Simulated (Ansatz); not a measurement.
The parent structure is TiC in the rock salt structure (space group Fm-3m, No. 225; a = 4.293 Å).

Method: plane-wave PAW DFT at the PBEsol level (Ansatz, a quantum-chemistry and plane-wave program, 420 eV), without spin-orbit coupling.

Before the change:

```
Quantity               Value
-------------------  -------
Lattice parameter a  4.293 Å
Band gap                zero
```

One thing is altered: cell and atoms relaxed at a pressure of 5 GPa.

Problem. What does the calculation give for the lattice parameter a after the change?

Solution. The lattice parameter a drops by 0.0256 Å, from 4.293 Å to 4.268 Å.

Problem. How does this affect the band gap?

Solution. The band gap stays zero.

Load acts through the strain it causes; cell and atoms are relaxed under it. Whether these cells are dynamically stable was not tested. No other phases were tried under pressure. The base started in Pnma and relaxed to Fm-3m at this level. All final runs are without spin polarisation.
